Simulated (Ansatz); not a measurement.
Results of r²SCAN in Ansatz (PAW) for B20 (FeSi-type) FeGe.

Numerical settings: plane-wave cutoff 560 eV, 12×12×12 k mesh, Fermi–Dirac smearing 0.05 eV, spin-polarised with parallel moments, scalar-relativistic PAW data made under PBE.

Cell (measured lattice):

```
FeGe
1.0
    4.68900     0.00000     0.00000
    0.00000     4.68900     0.00000
    0.00000     0.00000     4.68900
Fe Ge
4 4
Cartesian
  4.06843   2.96507   1.72393
  1.72393   4.06843   2.96507
  0.62057   0.62057   0.62057
  2.96507   1.72393   4.06843
  0.74628   1.59822   3.09078
  3.09078   0.74628   1.59822
  3.94272   3.94272   3.94272
  1.59822   3.09078   0.74628
```
Starting moments (μB, in the order of the record's atoms Fe Fe Fe Fe Ge Ge Ge Ge): 1.2 1.2 1.2 1.2 0.0 0.0 0.0 0.0.

Problem. Give the computed magnetic moment (largest site, within a sphere).

Solution. 
- magnetic moment (largest site, within a sphere) = 2.16 μB

The run finds no gap.

Note: the collinear magnetic order is the start's and need not be the measured one; cell and atoms aren't relaxed at this level (largest force component 0.22 eV/Å, pressure 2.9 GPa).

Moments are spin moments.

The computed numbers hold no vibrational or temperature effects.

The result took roughly 7 core-minutes.

Ansatz is a program for electronic structure.
